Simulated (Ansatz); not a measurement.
```
ScYO3
1.0
    3.89340     0.00000     0.00000
    0.00000     2.83242     3.10448
    0.00000    -2.83242     3.10448
Y Sc O
1 1 3
Direct
  0.00000   0.11047   0.11047
  0.50000   0.50717   0.50717
  0.50000   0.97867   0.41981
  0.00000   0.45102   0.45102
  0.50000   0.41981   0.97867
```

The cell was generated from a structure type, relaxed within its symmetry, and need not be the phase found at ambient conditions. Y is the large-site (A) cation and Sc the one bonded closest to the anions (B).

**Question.** Give the diagonal Born effective charges atom by atom and the electronic dielectric tensor from linear response, PBEsol density-functional theory in Ansatz (plane waves, PAW).

**Answer.** 
| atom | Z*xx | Z*yy | Z*zz |
|---|---|---|---|
| Y1 | 4.56 | 3.51 | 3.42 |
| Sc2 | 3.83 | 3.80 | 3.49 |
| O3 | -2.42 | -2.85 | -2.25 |
| O4 | -3.53 | -1.61 | -2.41 |
| O5 | -2.42 | -2.85 | -2.25 |

ε∞ diagonal: 4.75, 4.47, 4.31. At this level the polar cell without biaxial strain is unstable to a cell-doubling distortion (lowest mode away from Γ 239i cm⁻¹ on a 2×2×2 mesh), so it is not the ground state. At Γ this cell has an unstable mode of 151i cm⁻¹, so it is a symmetry-held saddle and not a minimum.

Ansatz is a quantum-chemistry and plane-wave program.
